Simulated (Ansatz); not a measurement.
An ideal cubic perovskite cell is held by its symmetry; such compounds can tilt or shift off centre at room temperature. Cells marked so need not be the phases stable at ambient conditions, and some may be hypothetical.

 Where the default PAW files enter, the runs use the earlier of Ansatz's two default sets.

The gap is the functional's own. No spin-orbit coupling. Mid-gap values are interpolated on the energy grid.

A. RbHgF₃ (Pm-3m, cubic perovskite, not sure to be the ambient phase, 5 atoms a cell, 19.3 Å³ an atom, -2 GPa at this level), along the normal of (001)
B. CuCl (R3m, not sure to be the ambient phase, 2 atoms a cell, 19.2 Å³ an atom, -2 GPa at this level), along the normal of (110)
C. BaZnBO$_{3}$F (P-6, not sure to be the ambient phase, 7 atoms a cell, 14.2 Å³ an atom, -5 GPa at this level), along the normal of (001)

**Question.** Put the candidates in order of mid-gap decay constant of the slowest evanescent state, lowest first, for PBEsol (Ansatz, a first-principles code).

**Answer.** B (0.08 1/Å), A (0.14 1/Å), C (0.41 1/Å)
